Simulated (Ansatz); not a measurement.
System: Y2SiO5 (C2/c, No. 15, 32 atoms in the cell; start mp-3520). Method: PBEsol (Ansatz, a program for electronic structure, plane waves, PAW).

Settings: plane-wave cutoff 520 eV, 6×6×4 k mesh (along the axes of the cell as run), Fermi–Dirac smearing 0.01 eV, scalar-relativistic PAW data made under PBE.

Cell (relaxed with PBEsol):

```cif
data_O20Si4Y8
_chemical_formula_sum 'Y8 Si4 O20'
_space_group_name_H-M_alt 'P 1'
_space_group_IT_number 1
_cell_length_a 7.94544
_cell_length_b 7.94544
_cell_length_c 10.36316
_cell_angle_alpha 118.902
_cell_angle_beta 118.902
_cell_angle_gamma 49.940
loop_
_space_group_symop_operation_xyz
  'x, y, z'
loop_
_atom_site_label
_atom_site_type_symbol
_atom_site_fract_x
_atom_site_fract_y
_atom_site_fract_z
_atom_site_occupancy
Y1 Y 0.29190 0.77998 0.96415 1
Y2 Y 0.70810 0.22002 0.03585 1
Y3 Y 0.22002 0.70810 0.53585 1
Y4 Y 0.77998 0.29190 0.46415 1
Y5 Y 0.48385 0.23443 0.66522 1
Y6 Y 0.51615 0.76557 0.33478 1
Y7 Y 0.76557 0.51615 0.83478 1
Y8 Y 0.23443 0.48385 0.16522 1
Si1 Si 0.90880 0.72749 0.69212 1
Si2 Si 0.09120 0.27251 0.30788 1
Si3 Si 0.27251 0.09120 0.80788 1
Si4 Si 0.72749 0.90880 0.19212 1
O1 O 0.61334 0.42223 0.89757 1
O2 O 0.38666 0.57777 0.10243 1
O3 O 0.57777 0.38666 0.60243 1
O4 O 0.42223 0.61334 0.39757 1
O5 O 0.73055 0.86780 0.56085 1
O6 O 0.26945 0.13220 0.43915 1
O7 O 0.13220 0.26945 0.93915 1
O8 O 0.86780 0.73055 0.06085 1
O9 O 0.84967 0.55512 0.67442 1
O10 O 0.15033 0.44488 0.32558 1
O11 O 0.44488 0.15033 0.82558 1
O12 O 0.55512 0.84967 0.17442 1
O13 O 0.59318 0.17009 0.18022 1
O14 O 0.40682 0.82991 0.81978 1
O15 O 0.82991 0.40682 0.31978 1
O16 O 0.17009 0.59318 0.68022 1
O17 O 0.90987 0.91181 0.35943 1
O18 O 0.09013 0.08819 0.64057 1
O19 O 0.08819 0.09013 0.14057 1
O20 O 0.91181 0.90987 0.85943 1
```

### Question
What does this level give for the band gap?

### Answer

- band gap: 4.85 eV

Spin–orbit coupling is not included.

The computed numbers hold no vibrational or temperature effects.

Cost on a shared machine: about 15 core-minutes (a rough figure).

A start named mp-… is a Materials Project structure, which need not be a measured phase.
